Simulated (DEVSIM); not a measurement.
illuminated Si p-on-n cell, one wavelength

Device: illuminated Si p-on-n cell, one wavelength, at 350 K.

```
layer (left to right)  material  thickness (μm)  Nd (cm⁻³)  Na (cm⁻³)   τn (s)   τp (s)  absorption coefficient (cm⁻¹)
---------------------  --------  --------------  ---------  ---------  -------  -------  -----------------------------
1                            Si           0.890          -     1.5e19   4.9e-5   1.4e-5                            240
2                            Si             230     9.5e16          -  0.00058  0.00058                            240
```

Left contact: ohmic, minority electron recombination velocity 400 cm/s. Right contact: ohmic, minority hole recombination velocity 4e5 cm/s. Voltage is applied to the left contact. Recombination: SRH at mid-gap, radiative, Auger. Gap narrowing is on: ΔEg = 6.92 meV × (l + √(l² + 0.5)), l = ln(N/1.3e17 cm⁻³), shared equally by both band edges. Light enters at the left, 4.4e17 photons cm⁻² s⁻¹, one pass, no reflection. Mobility is μmin + (μ − μmin)/(1 + (N/Nref)^α).

The device is made up for the run: typed textbook-type constants, with dimensions and the other settings drawn at random. Values at 300 K; Nc and Nv go as T^1.5, mobilities as T to minus their exponent, the gap by Varshni's rule with the affinity fixed.

| parameter | Si |
|---|---|
| gap (eV) | 1.124 |
| affinity (eV) | 4.05 |
| permittivity | 11.7 |
| Nc (cm⁻³) | 2.86e19 |
| Nv (cm⁻³) | 3.1e19 |
| μn (cm²/Vs) | 1417 |
| μp (cm²/Vs) | 470 |
| μn,min | 52 |
| μp,min | 45 |
| Nref,n | 9.7e16 |
| Nref,p | 2.2e17 |
| αn | 0.68 |
| αp | 0.72 |
| T exponent of μn | 2.3 |
| T exponent of μp | 2.2 |
| B (cm³/s) | 4.7e-15 |
| Cn (cm⁶/s) | 2.8e-31 |
| Cp (cm⁶/s) | 9.9e-32 |
| Varshni α (eV/K) | 0.000473 |
| Varshni β (K) | 636 |

DEVSIM, 1D drift-diffusion, Boltzmann statistics, complete ionisation; no tunnelling, impact ionisation, image-force lowering or self-heating.

The potential step across the device at zero bias comes out as 0.868 V, the largest field in the device at zero bias comes out as 210000 V/cm and the dark forward voltage at 1 A/cm² comes out as 0.691 V. The dark forward voltage at 100 A/cm² is 0.904 V. The short-circuit current is 57.3 mA/cm². The open-circuit voltage is 0.602 V and the fill factor comes out as 0.81. The largest power comes out as 27.9 mW/cm². The share of generated pairs collected at short circuit is 0.815.

Small-signal capacitance in reverse bias (quasi-static):

```
V (V)  C (nF/cm²)
-----  ----------
-0.04        97.2
-0.1         93.8
-0.2         88.8
-0.3         84.6
-0.4         80.9
-0.6         74.8
-0.8         69.9
```

Dark reverse current:

```json
[
 {"V (V)": "-0.04", "J (A/cm²)": "-1.3e-10"},
 {"V (V)": "-0.10", "J (A/cm²)": "-1.9e-10"},
 {"V (V)": "-0.20", "J (A/cm²)": "-2.4e-10"},
 {"V (V)": "-0.30", "J (A/cm²)": "-2.8e-10"},
 {"V (V)": "-0.40", "J (A/cm²)": "-3.2e-10"},
 {"V (V)": "-0.60", "J (A/cm²)": "-3.9e-10"},
 {"V (V)": "-0.80", "J (A/cm²)": "-4.5e-10"}
]
```
